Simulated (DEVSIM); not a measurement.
Structure: abrupt Si p-n junction, at 300 K.

Layer 1 from the left is Si, thickness (μm) 71.0, Na (cm⁻³) 5.3e16, τn (s) 1.9e-5, τp (s) 1.9e-5. Layer 2 from the left is Si, thickness (μm) 0.340, Nd (cm⁻³) 1.2e17, τn (s) 1.9e-5, τp (s) 1.9e-5.

Left contact: ohmic. Right contact: ohmic. Voltage is applied to the left contact. Recombination: SRH at mid-gap. Mobility is constant in doping.

Constants are typed, rounded textbook-type inputs, not results; the design itself was drawn at random and stands for no fabricated device. Values at 300 K.

Si: gap (eV) 1.124, affinity (eV) 4.05, permittivity 11.7, Nc (cm⁻³) 2.86e19, Nv (cm⁻³) 3.1e19, μn (cm²/Vs) 1417, μp (cm²/Vs) 470.

Model (solved in DEVSIM): 1D drift-diffusion, Boltzmann statistics, complete ionisation; no tunnelling, impact ionisation, image-force lowering or self-heating.

Dark forward current:

| |V| (V) | |J| (A/cm²) |
|---|---|
| 0.05 | 4.835e-10 |
| 0.10 | 3.415e-9 |
| 0.15 | 2.262e-8 |
| 0.20 | 1.521e-7 |
| 0.25 | 1.035e-6 |
| 0.30 | 7.085e-6 |
| 0.35 | 4.859e-5 |
| 0.40 | 0.0003334 |
| 0.45 | 0.002288 |
| 0.50 | 0.01568 |
| 0.55 | 0.1068 |
| 0.60 | 0.7035 |
| 0.65 | 3.906 |
| 0.70 | 14.03 |
| 0.75 | 32.16 |
| 0.80 | 56.65 |
| 0.85 | 86.49 |
| 0.90 | 121.2 |
| 0.95 | 160.7 |
| 1.00 | 204.7 |
| 1.05 | 253.3 |
| 1.10 | 306.5 |
| 1.15 | 364.2 |
| 1.20 | 426.4 |
| 1.25 | 493.3 |
| 1.30 | 564.7 |

Problem. Work out the local ideality factor n = ΔV / (kT/q · ln(J2/J1)) between the rows 0.15 and 0.20 V, 0.40 and 0.45 V, 1.25 and 1.30 V.

Solution. kT/q = 25.85 mV. From 0.15 to 0.20 V: ln(1.521e-7/2.262e-8) = 1.906, n = 1.01, near the 1 of diffusion or emission over a barrier. From 0.40 to 0.45 V: ln(0.002288/0.0003334) = 1.926, n = 1.00, near the 1 of diffusion or emission over a barrier. From 1.25 to 1.30 V: ln(564.7/493.3) = 0.135, n = 14.31.

Problem. Estimate the current at 0.35 V from the Shockley equation with J0 = Σ q ni² D/(N L) coth(W/L), τ joining the SRH, radiative and Auger lifetimes that are on, and W taken as the whole layer.

Solution. ni² = 1.16e20 cm⁻⁶; electrons in the p layer: μ = 1420 cm²/Vs, D = 36.6 cm²/s, τ = 1.90e-5 s, L = 264 μm, W/L = 0.27, term 1.85e-12 A/cm²; holes in the n layer: μ = 470 cm²/Vs, D = 12.1 cm²/s, τ = 1.90e-5 s, L = 152 μm, W/L = 0.0022, term 5.53e-11 A/cm². J0 = 5.71e-11 A/cm², and J = J0 exp(qV/kT) = 4.34e-5 A/cm². The simulation gives 4.86e-5 A/cm²; the estimate lies 11 % below. The estimate leaves out recombination in the depletion region and that region's share of W.
